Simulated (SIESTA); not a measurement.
## Several settings converged on a (100) slab of Zr2Ga (cut from a parent of space group no. 140; 12 atoms in the cell)

```yaml
crystal:
  lattice:
    - [6.65589, 0.00000, 0.00000]
    - [0.00000, 5.45626, 0.00000]
    - [0.00000, 0.00000, 19.37610]
  atoms:
    - { symbol: Zr, position: [0.65386, 0.00000, 0.63873] }
    - { symbol: Zr, position: [0.84614, 0.50000, 0.36127] }
    - { symbol: Zr, position: [0.15386, 0.00000, 0.36127] }
    - { symbol: Zr, position: [0.34614, 0.50000, 0.63873] }
    - { symbol: Ga, position: [0.00000, 0.25000, 0.58588] }
    - { symbol: Ga, position: [0.00000, 0.75000, 0.58588] }
    - { symbol: Zr, position: [0.15386, 0.50000, 0.46698] }
    - { symbol: Zr, position: [0.34614, 0.00000, 0.53303] }
    - { symbol: Zr, position: [0.65386, 0.50000, 0.53303] }
    - { symbol: Zr, position: [0.84614, 0.00000, 0.46698] }
    - { symbol: Ga, position: [0.50000, 0.75000, 0.41412] }
    - { symbol: Ga, position: [0.50000, 0.25000, 0.41412] }
```

Base method: SIESTA 5.4.2 with GGA PBEsol, numerical atomic orbitals DZP, PseudoDojo PBEsol standard norm-conserving potentials (rewritten from UPF to PSML).

Base settings: XC.functional = GGA; XC.authors = PBEsol; potentials = PseudoDojo PBEsol standard; PAO.BasisSize = DZP; PAO.EnergyShift = 0.01 Ry; MeshCutoff = 300 Ry; kgrid.MonkhorstPack = 3 3 1; OccupationFunction = MP; OccupationMPOrder = 0; ElectronicTemperature = 0.1 eV.

**The vacuum**

The mesh stays at the base's, so the ladder's end is converged at best in this setting alone.

Only quantities that move along the ladder and can be compared are tabulated; forces are left out, as grid noise moves with the cell.

```tsv
vacuum between outermost atoms (Å)	free energy less the last step's (meV/atom)
3.0	-354.39
4.0	-143.85
5.0	-42.02
6.0	-4.92
7.0	-0.23
8.0	-0.21
10.0	-0.15
12.0	0.04
14.0	0.08
17.0	-0.06
20.0	-0.09
25.0	-0.13
30.0	0.00
```

Smallest vacuum between outermost atoms (Å) that holds the free energy within 2 meV/atom of the last step, with all finer ones: 7.0; the step before is off by 4.9 meV/atom.

**The k-point mesh**

Only quantities that move along the ladder and can be compared are tabulated.

```tsv
kgrid.MonkhorstPack	free energy less the last step's (meV/atom)	largest difference of a force vector from the last step's (eV/Å)
1 1 1	-95.20	1.299
1 2 1	35.49	0.470
2 2 1	-9.54	0.190
2 3 1	3.43	0.162
3 3 1	5.02	0.107
3 4 1	-4.83	0.051
4 5 1	1.31	0.023
5 6 1	-0.58	0.013
6 7 1	-0.10	0.015
7 8 1	0.23	0.007
10 11 1	0.00	0.001
13 16 1	0.00	0.000
```

Coarsest kgrid.MonkhorstPack that holds the forces within 0.02 eV/Å of the last step, with all finer ones: 5 6 1; the step before is off by 0.023 eV/Å.

Coarsest kgrid.MonkhorstPack that holds the free energy within 1 meV/atom of the last step, with all finer ones: 5 6 1; the step before is off by 1.3 meV/atom.

**The cutoff of the real-space grid**

The mesh stays at the base's, so the ladder's end is converged at best in this setting alone.

Only quantities that move along the ladder and can be compared are tabulated.

```csv
MeshCutoff,free energy less the last step's (meV/atom)
150 Ry (153 Ry used),-12.72
180 Ry (182 Ry used),-8.46
210 Ry (214 Ry used),-5.55
255 Ry (256 Ry used),-3.41
300 Ry (323 Ry used),-1.67
360 Ry (380 Ry used),-0.87
450 Ry (460 Ry used),-0.38
600 Ry (611 Ry used),0.00
```

Coarsest MeshCutoff that holds the free energy within 5 meV/atom of the last step, with all finer ones: 255 Ry (256 Ry used); the step before is off by 5.5 meV/atom.

On the base run: the starting cell comes from a database of computed structures (which also holds hypothetical and non-ambient phases and stackings), without a prior relaxation at this level. The slab is cut from that crystal, and its faces are unrelaxed. Its lattice was rescaled by up to half a per cent. Values carry the incompleteness of an atom-centred basis. In the base run, forces exceed 1 eV/Å. Without a gap this mesh is coarse (it stands for a supercell whose shortest in-plane vector is 16 Å).

Left out of this page: 1 run of the series outside the window shown, repeating another row's setting, or not comparable.
